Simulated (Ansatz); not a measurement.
**Amorphous In9Ga9Zn9O39Mo**

The cell was made by melting and quenching with the CHGNet potential and then relaxed with DFT. O atoms were pushed apart under 1.9 Å during the dynamics, to hinder bonds among them. The hot cell started wider than the set density and was brought back towards it in steps. It is the lowest in DFT energy of 2 quenches. It is a model cell: composition and starting density were chosen by hand, and all elements were melted together. No dispersion term was used. Cycles of charging and discharging annealed it further.

Methods: PBE, scalar-relativistic without spin-orbit coupling (Ansatz, a quantum-chemistry and plane-wave program); r2SCAN, scalar-relativistic without spin-orbit coupling (Ansatz); HSE06, scalar-relativistic without spin-orbit coupling (Ansatz). Geometry, pressure, stress and energy are those of the PBE run. Its sampling: a 2×2×2 Γ-centred mesh; Fermi-Dirac width 0.02 eV; no spin polarisation. Other functionals are single points at the zone centre (r2SCAN at 500 eV; exact exchange cut at the cell's faces), free to take moments where seeds were set. At PBE the levels at the filled edge of the gap are localised (band-tail or defect states).

| Quantity | Value |
|---|---|
| Number of atoms in the cell | 67 |
| Density (held, not predicted) | 5.79 g/cm^3 |
| Volume per atom | 12.70 Å^3 |
| Pressure on a 2×2×2 Γ-centred mesh | 2.25 GPa |
| Largest force and stress component on that mesh (the relaxation ran on the zone centre alone) | 0.07 eV/Å and 2.4 GPa |
| Level gap on a 2×2×2 Γ-centred mesh (PBE) | 1.05 eV |
| Level gap at the zone centre (PBE) | 1.07 eV |
| Level gap at the zone centre (r2SCAN) | 1.53 eV |
| Level gap at the zone centre (HSE06) | 2.60 eV |

Bonds are counted up to In-In 3.12 Å, In-Ga 2.90 Å, In-Zn 2.90 Å, In-O 2.60 Å, In-Mo 3.08 Å, Ga-Ga 2.68 Å, Ga-Zn 2.68 Å, Ga-O 2.40 Å, Ga-Mo 2.86 Å, Zn-Zn 2.68 Å, Zn-O 2.60 Å, Zn-Mo 2.86 Å, O-O 1.58 Å, O-Mo 2.42 Å, Mo-Mo 3.04 Å. Two cations that share two anions don't count as bonded, nor two that share one unless they lie closer than In-In 3.04 Å, In-Ga 2.82 Å, In-Zn 2.82 Å, In-Mo 3.00 Å, Ga-Ga 2.61 Å, Ga-Zn 2.61 Å, Ga-Mo 2.78 Å, Zn-Zn 2.61 Å, Zn-Mo 2.78 Å, Mo-Mo 2.95 Å.

```yaml
Mean coordination of In by anions: 5.44 (6 with 5, 2 with 6, 1 with 7)
Mean coordination of Ga by anions: 4.78 (2 with 4, 7 with 5)
Mean coordination of Zn by anions: 4.11 (1 with 3, 6 with 4, 2 with 5)
Mean coordination of O: 3.44 (1 with 2, 20 with 3, 18 with 4)
Mean coordination of Mo by anions: 5.00 (1 with 5)
Mean In-O bond: 2.191 Å (spread 0.102 Å, 49 counted)
Mean Ga-O bond: 1.954 Å (spread 0.095 Å, 43 counted)
```

Its density started from a set value of 5.79 g/cm³. The quench (nominally 320 K/ps over its main leg) was far faster than any real one, so the model tends to hold more defects than a real film. Values belong to this one cell and scatter from quench to quench. The volume was held where the preparation left it and the shape relaxed, at a PBE pressure of 2.2 GPa. Stress components on the final sampling reach 2.4 GPa. Cycles of charging lowered its energy after that relaxation.
